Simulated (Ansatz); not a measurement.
The parent structure is GaAs in the zinc blende structure (space group F-43m, No. 216; a = 5.6590 Å).

Modification: P replaces 25.0 % of the As, ordered in a cell of 8 atoms (starting symmetry P-4m2) and fully relaxed.

The other end (x = 1) is GaP in the zinc blende structure (space group F-43m, No. 216): 20.11 Å³/atom, gap 1.45 eV.

Levels (all Ansatz, a quantum-chemistry and plane-wave program, PAW): PBEsol (420 eV, no SOC); PBEsol+SOC (420 eV, spin-orbit coupling included).

The geometry is relaxed with PBEsol.

| Item | Result |
|---|---|
| PBEsol valence-band top at Γ | 0.00, 0.00, -0.03 eV |
| PBEsol band gap | 0.73 eV |
| PBEsol electron mass | 0.045 mₑ (at Γ) |
| PBEsol pressure | 0.0 kbar |

### Question
How does going to PBEsol+SOC change the valence-band top at Γ, band gap, electron mass and pressure?

### Answer
The valence-band top at Γ (three highest Kramers pairs, from the VBM) goes from 0.00, 0.00, -0.03 eV to 0.00, -0.02, -0.30 eV; the band gap falls by 0.094 eV, from 0.73 eV to 0.63 eV; the electron mass becomes 0.044 mₑ (at Γ) (PBEsol: 0.045 mₑ (at Γ)); the pressure stays essentially unchanged (0.0 kbar against -0.1 kbar).

Single points use the geometry relaxed with PBEsol. Differences between runs with and without spin-orbit coupling are approximate. Each cell is one ordered arrangement of few atoms, which overstates ordering effects compared with a random alloy. Masses are band curvatures over ±0.01 Å⁻¹ around the edge. Stability against distortions was not tested.
